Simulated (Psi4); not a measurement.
Psi4 1.11, unrestricted BP86/def2-svp: Cu(F)(k2OAc)(NH3)2 (CC1[O][Cu](<-[NH3])(<-[NH3])([F])<-[O]=1), charge 0, multiplicity 2, 17 atoms. The geometry is a generated start, not checked to be a minimum at this level.

```
Property                             Result
--------------------------  ---------------
task                                 energy
method                                 bp86
basis                              def2-svp
memory                                 3 GB
maxiter                                 100
keys of the molecule block      symmetry c1
scf_type                       df (default)
e_convergence               1e-06 (default)
d_convergence               1e-06 (default)
dft_radial_points              75 (default)
dft_spherical_points          302 (default)
basis functions                         174
grid points                          362711
```

```xyz
17

Cu     0.3664     0.4440    -0.9501
F      0.3223     1.5075    -2.3498
C     -1.0409    -0.9133     2.4403
C     -0.6271    -0.3372     1.1101
O      0.4905    -0.6838     0.6142
O     -1.3402     0.4687     0.4949
H     -2.0420    -1.3297     2.3607
H     -0.3360    -1.6777     2.7528
H     -1.0676    -0.1123     3.1760
N      2.0216     1.6897    -0.1648
H      2.1738     1.5534     0.8262
H      1.7398     2.6420    -0.3630
H      2.8577     1.4642    -0.6883
N     -0.7422    -1.0457    -2.1698
H     -1.6434    -1.1850    -1.7294
H     -0.2703    -1.9289    -2.3105
H     -0.8624    -0.5559    -3.0492
```

Charge 0 and multiplicity 2 are set for this test and not shown to be the ground state.

With the defaults (diis_max_vecs = 10, diis = true, scf_initial_accelerator = adiis, damping_percentage = 0, soscf = false, soscf_start_convergence = 0.01, diis_start = 1, guess = auto, which took SAD, level_shift = 0, level_shift_cutoff = 0.01) it converges in 15 SCF iterations. One run each on 2 threads, with these changes:
- diis = false, scf_initial_accelerator = none, damping_percentage = 60
- guess = core
- level_shift = 0.5, level_shift_cutoff = 0.001
- guess = sap
- diis_max_vecs = 3
- guess = huckel
- diis_start = 4
- soscf = true, soscf_start_convergence = 0.001
- guess = sapgau

Which runs fail or end elsewhere than the default run?

No convergence: diis_max_vecs = 3; diis = false, scf_initial_accelerator = none, damping_percentage = 60 (the run ends without SCF convergence in 100 iterations). The rest reach the solution of the defaults.

```
setting                                                                SCF iterations  JK calls             end
---------------------------------------------------------------------  --------------  --------  --------------
soscf = true, soscf_start_convergence = 0.001                                      12        28   same solution
the defaults                                                                       15        16   same solution
guess = sap                                                                        15        15   same solution
guess = sapgau                                                                     15        15   same solution
guess = huckel                                                                     16        53   same solution
level_shift = 0.5, level_shift_cutoff = 0.001                                      17        18   same solution
guess = core                                                                       22        22   same solution
diis_start = 4                                                                     25        26   same solution
diis_max_vecs = 3                                                                 100       101  no convergence
diis = false, scf_initial_accelerator = none, damping_percentage = 60             100       101  no convergence
```

An SOSCF iteration holds several JK calls; a Hückel guess adds calls on atoms. 2 further runs of the study ended by our limits or in an error and are left out.
